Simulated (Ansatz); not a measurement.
Levels about the gap of amorphous Al28O45B2 (75 atoms in a cell of 818 Å³, 3.04 g/cm³; zone centre alone, so wide bands show as single levels with stretches between that a denser mesh fills), at the geometry that PBE relaxed, where it gives 0.1 GPa on a denser mesh. The participation number counts the atoms over which a state spreads; weights are charges in smoothed Voronoi cells. The levels come from a single point, so bond lengths are those of that geometry. Method of the levels: PBE, scalar-relativistic without spin-orbit coupling (Ansatz, a first-principles code). Sampling: the zone centre alone; Fermi-Dirac width 0.02 eV; no spin polarisation. At PBE the levels at the filled edge of the gap are localised (band-tail or defect states), and the nearest spread-out levels lie 4.0 eV apart at the zone centre.

Preparation: random packing, a CHGNet melt and quench, and a DFT relaxation. O atoms were pushed apart under 1.9 Å during the dynamics, to hinder bonds among them. The hot cell started wider than the set density and was brought back towards it in steps. It is the lowest in DFT energy of 2 quenches. It is a model cell: composition and starting density were chosen by hand, and all elements were melted together. No dispersion term was used. Its density started from a set value of 3.01 and ended at 3.04 g/cm³. The simulated quench (nominally 280 K/ps over its main leg) is rapid and tends to freeze in more defects than a deposited or slowly cooled glass has. One small periodic cell is one sample of the glass; other quenches scatter about these values. Volume and shape were free in the relaxation.

```csv
"E - E(highest filled), eV",filling,participation number,largest on,weight O,weight Al,weight B
-0.49,filled,17.0,"O, 3 neighbours",0.95,0.05,0.00
-0.45,filled,5.9,"O, 2 neighbours",0.94,0.05,0.00
-0.42,filled,17.1,"O, 3 neighbours",0.95,0.05,0.00
-0.30,filled,6.3,"O, 2 neighbours",0.95,0.04,0.01
-0.21,filled,3.5,"O, 2 neighbours",0.95,0.05,0.00
-0.14,filled,3.7,"O, 3 neighbours",0.94,0.05,0.01
0.00,filled,3.3,"O, 3 neighbours",0.94,0.05,0.00
3.58,empty,65.6,"Al, 4 neighbours",0.59,0.40,0.01
5.57,empty,35.6,"Al, 4 neighbours",0.58,0.42,0.00
5.75,empty,36.7,"Al, 5 neighbours",0.59,0.40,0.01
5.95,empty,39.8,"Al, 5 neighbours",0.60,0.40,0.00
6.04,empty,42.5,"Al, 5 neighbours",0.62,0.37,0.01
6.13,empty,41.3,"Al, 4 neighbours",0.59,0.39,0.02
```

Most localised among these is the filled level at +0.00 eV, on a O atom, which has 3 neighbours (Al 1.84 Å, Al 1.86 Å, Al 1.88 Å).
